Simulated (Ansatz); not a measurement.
Cost and result by functional for the surface energy of the (110) surface of fluorite-type NiSi2 in its 1x1 cell (cut with top plane Ni + 2 Si, bottom plane Ni + 2 Si), outermost plane spacing 1.93 Å in the ideal cut, in Ansatz (plane waves, PAW). Single points on the PBE structure, on one kind of machine; costs are rough ratios of the slab run's core time (references not counted) to the cheapest single point. r2SCAN's cost holds its higher cutoff (500 against 420 eV). Differences are taken against r2SCAN for comparison alone: no measured value is at hand, so the table doesn't rank accuracy.

Slab: 18 atoms, Ni6Si12, 9.6 Å thick at the start (thin: gaps and levels are the slab's own); k 10x7x1, smearing 0.1 eV, dipole-corrected; all atoms relaxed; held to the start's symmetry, so lower structures may exist; no spin (magnetic order not tried), no spin-orbit, no U. These notes are the PBE run's.

```
functional                     relative cost  surface energy (J/m²)  less r2SCAN (J/m²)
-----------------------------  -------------  ---------------------  ------------------
RPBE                                       1                   0.91               -0.36
LDA                                        1                   1.49                0.21
PBEsol                                     1                   1.38                0.10
r2SCAN                                     2                   1.27                0.00
PBE (the relaxed run's value)              –                   1.09               -0.19
```

The values span 0.57 J/m², while the single points' costs differ by a factor of roughly 2. Differences are of unrounded values.

Ansatz is a quantum-chemistry and plane-wave program.
